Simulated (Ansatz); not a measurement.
## A self-consistent single point of ZnCu2SnSe4 (I-42m, 8 atoms in the cell) with Ansatz

Method: LDA (PW92), default PAW files made with PBE (plane waves; Ansatz, a quantum-chemistry and plane-wave program).

The input file:

Ansatz 0.2 input:
```yaml
# ZnCu2SnSe4
crystal:
  lattice:
    - [-2.893264, 2.893264, 5.789182]
    - [2.893264, -2.893264, 5.789182]
    - [2.893264, 2.893264, -5.789182]
  atoms:
    - { symbol: Zn, position: [0.000000, 0.000000, 0.000000] }
    - { symbol: Cu, position: [0.750000, 0.250000, 0.500000] }
    - { symbol: Cu, position: [0.250000, 0.750000, 0.500000] }
    - { symbol: Sn, position: [0.500000, 0.500000, 0.000000] }
    - { symbol: Se, position: [0.623860, 0.623860, 0.518120] }
    - { symbol: Se, position: [0.376140, 0.894260, 0.000000] }
    - { symbol: Se, position: [0.105740, 0.105740, 0.481880] }
    - { symbol: Se, position: [0.894260, 0.376140, 0.000000] }
basis:
  ecutwfc: 420.0
kpoints:
  mp_grid: { grid: [4, 4, 4] }
hamiltonian:
  xc: lda
  pseudopotentials: { kind: paw }
scf:
  occupations: { method: gaussian, width: 0.1 }
output:
  forces: true
  eigenvalues: true
  stress: true
```

Log, with long lists cut:

```
WARN ansatz: RAYON_NUM_THREADS=1 ignored (pool sized by the plan → 1); use --threads N
Pseudopotentials: kind: paw
Pseudopotential: Zn, paw, valence charge 12
Pseudopotential: Cu, paw, valence charge 19
Pseudopotential: Sn, paw, valence charge 14
Pseudopotential: Se, paw, valence charge 16
Crystal: 8 atoms, lattice volume = 193.844 Å³
Basis set: ecut = 420 eV, 3795 PW (Γ)
Bands: 77, of which v1, the nominal top of the filled ones, is band 64 counted from 1 (63 counted from 0)
Symmetry: 8 space group operations
Space group: I-42m (ITA 121), of the structure as read, at distance tolerance 5.8e-5 Å
k-points: 13 of 64 (time reversal used)
PAW frozen core: Zn, regenerated for the run's functional, and the local potential with it
PAW frozen core: Cu, regenerated for the run's functional, and the local potential with it
PAW frozen core: Sn, regenerated for the run's functional, and the local potential with it
PAW frozen core: Se, regenerated for the run's functional, and the local potential with it
Initial density: superposition of atomic densities (neutral atoms: chi_scale 0, normalization atom), corrected by the library's trained network
Initial wavefunctions: pseudopotential atomic-orbital guess
Eigensolver: davidson
Functional: x = slater, c = lda
SCF iter   1: F=—  HF=-43772.743905 eV  |F-HF|=—  |Δ(HF+E_count)|=         —  Δρ=9.40e-3  dr2=8.39e-2  ethr=1.77e-3  ⟨swp⟩=6.1  Hψ=3666  notcnv=0  defer=10
all-band conjugate gradients solve this SCF's bands
preconditioner: auto → Kerker (q_TF=auto, 2.546 Å⁻¹)
SCF iter   2: F=—  HF=-43772.741705 eV  |F-HF|=—  |Δ(HF+E_count)|=   2.20e-3  Δρ=7.28e-3  dr2=7.81e-2  ethr=6.56e-5  ⟨swp⟩=2.0  Hψ=2068  notcnv=0  defer=85
SCF iter   3: F=—  HF=-43772.725694 eV  |F-HF|=—  |Δ(HF+E_count)|=   1.60e-2  Δρ=2.98e-3  dr2=9.51e-3  ethr=6.10e-5  ⟨swp⟩=2.0  Hψ=1190  notcnv=0  defer=85
SCF iter   4: F=—  HF=-43772.723614 eV  |F-HF|=—  |Δ(HF+E_count)|=   2.08e-3  Δρ=7.80e-4  dr2=9.49e-4  ethr=7.43e-6  ⟨swp⟩=2.2  Hψ=1369  notcnv=0  defer=85
SCF iter   5: F=—  HF=-43772.723453 eV  |F-HF|=—  |Δ(HF+E_count)|=   1.61e-4  Δρ=2.93e-4  dr2=1.63e-4  ethr=7.42e-7  ⟨swp⟩=2.0  Hψ=1169  notcnv=0  defer=64
SCF iter   6: F=—  HF=-43772.723437 eV  |F-HF|=—  |Δ(HF+E_count)|=   1.60e-5  Δρ=1.34e-4  dr2=4.12e-5  ethr=1.27e-7  ⟨swp⟩=2.0  Hψ=1259  notcnv=0  defer=20
SCF iter   7: F=—  HF=-43772.723417 eV  |F-HF|=—  |Δ(HF+E_count)|=   1.97e-5  Δρ=5.67e-5  dr2=9.79e-6  ethr=3.22e-8  ⟨swp⟩=2.1  Hψ=1221  notcnv=0  defer=20
SCF iter   8: F=—  HF=-43772.723419 eV  |F-HF|=—  |Δ(HF+E_count)|=   1.26e-6  Δρ=3.17e-5  dr2=2.46e-6  ethr=7.65e-9  ⟨swp⟩=2.0  Hψ=1379  notcnv=0  defer=20
SCF iter   9: F=—  HF=-43772.723419 eV  |F-HF|=—  |Δ(HF+E_count)|=   1.58e-8  Δρ=1.97e-5  dr2=5.32e-7  ethr=1.93e-9  ⟨swp⟩=2.0  Hψ=1333  notcnv=0  defer=20
SCF iter  10: F=—  HF=-43772.723419 eV  |F-HF|=—  |Δ(HF+E_count)|=   1.45e-8  Δρ=1.10e-5  dr2=1.68e-7  ethr=4.16e-10  ⟨swp⟩=1.9  Hψ=1438  notcnv=0  defer=20
SCF iter  11: F=—  HF=-43772.723419 eV  |F-HF|=—  |Δ(HF+E_count)|=   1.95e-8  Δρ=9.19e-6  dr2=1.10e-7  ethr=7.81e-11  ⟨swp⟩=10.2  Hψ=4796  notcnv=0
SCF iter  12: F=-43772.723419 eV  HF=-43772.723419 eV  |F-HF|=2.54e-8  |Δ(HF+E_count)|=   1.65e-8  Δρ=4.17e-6  dr2=2.48e-8  ethr=7.81e-11  ⟨swp⟩=3.8  Hψ=2739  notcnv=0
SCF 1 converged in 12 iterations: F = -43772.723419 eV  dr2 = 2.48e-8
SCF converged after 12 iterations
Free energy (F): -43772.723419 eV
Harris-Foulkes:  -43772.723419 eV  (|F-HF|=2.54e-8)
Internal energy: -43772.718897 eV  (E = F + TS)
E sigma→0 (E₀):  -43772.721158 eV
Entropy (-TS):   -0.004522 eV (-0.565 meV/atom)
Fermi energy:    7.572916 eV
--- Per-component energies (eV) ---
  E_band       = -2737.350859
  E_kinetic    = 1391.732800
  E_local      = -24700.844346  (includes V_loc(G=0)·N_el)
  E_nonlocal   = -960.743995
  E_hartree    = 11568.287301
  E_xc         = -1100.790548
  E_vxc        = -769.262080  (∫ρ·V_xc dr)
  E_paw        = -16262.929894  (= ΣΔE_a)
  E_vpaw       = -834.826973  (= ΣTr[D̂ρ^β])
  E_aug_tail   = -0.002339  (compensation charges beyond the density's cutoff)
  E_ewald      = -13719.178684
  E_core_change = 11.750809  (= ΣΔE_core)
  E_smearing   = -0.004522  (= −TS)
  E_closure    = 0.000000  (closes the sum)
  Σ components = -43772.723419   (vs F -43772.723419, Δ=0.00e0)
--- Forces (eV/Å), atoms counted from 1 ---
  atom   1  Zn     0.00000000    -0.00000000     0.00000000
  atom   2  Cu     0.00000000     0.00000000     0.00000000
  atom   3  Cu     0.00000000    -0.00000000    -0.00000000
  atom   4  Sn     0.00000000    -0.00000000     0.00000000
  atom   5  Se     0.03872205     0.03872205    -0.09751924
  atom   6  Se     0.03872205    -0.03872205     0.09751924
  atom   7  Se    -0.03872205    -0.03872205    -0.09751924
  atom   8  Se    -0.03872205     0.03872205     0.09751924
  max |Σ_I F_I| component: 6.94e-17 eV/Å
--- Stress (GPa, compression-positive) ---
       -5.689238      -0.000000       0.000000
       -0.000000      -5.689238       0.000000
        0.000000       0.000000      -5.664803
  P = ⅓ Tr σ = -5.6811 GPa (-56.811 kbar)
  The stress holds the Pulay correction. Without it, at fixed plane waves, as pw.x and ABINIT print it: P = -5.7217 GPa
--- Band table (eV; the first three rows and the last of 13) ---
  k-point 0: bands = ["-103.2999", "-103.2999", "-61.1596", "-61.1596", "-61.1595", "-61.1595", "-61.0944", "-61.0944", "-40.4512", "-40.4511", "-40.4510", "-40.4510", "-40.4284", "-40.4283", "-40.4282", "-40.4282", "-40.4014", "-40.4014", [...]
  k-point 1: bands = ["-103.2999", "-103.2999", "-61.1596", "-61.1595", "-61.1595", "-61.1595", "-61.0944", "-61.0944", "-40.4511", "-40.4511", "-40.4510", "-40.4510", "-40.4284", "-40.4283", "-40.4282", "-40.4282", "-40.4014", "-40.4014", [...]
  k-point 2: bands = ["-103.2999", "-103.2999", "-61.1596", "-61.1596", "-61.1595", "-61.1595", "-61.0944", "-61.0944", "-40.4511", "-40.4511", "-40.4510", "-40.4510", "-40.4283", "-40.4283", "-40.4282", "-40.4282", "-40.4014", "-40.4014", [...]
  k-point 12: bands = ["-103.2999", "-103.2999", "-61.1596", "-61.1596", "-61.1595", "-61.1595", "-61.0944", "-61.0944", "-40.4513", "-40.4510", "-40.4510", "-40.4510", "-40.4284", "-40.4283", "-40.4282", "-40.4282", "-40.4014", "-40.4014", [...]
```

The run converged in 12 iterations.

The starting cell comes from a database of computed structures (which also holds hypothetical and non-ambient phases and stackings), without a prior relaxation at this level. Its lattice was rescaled by up to half a per cent. Spin polarisation is off. With a pressure of about -6 GPa the cell is away from its equilibrium volume at this level. Ansatz's pressure includes its estimate of the finite-basis (Pulay) stress. The run gives no clean gap (levels at the Fermi energy touch, overlap or are partly filled at this smearing), which alone does not show that the compound is a metal.
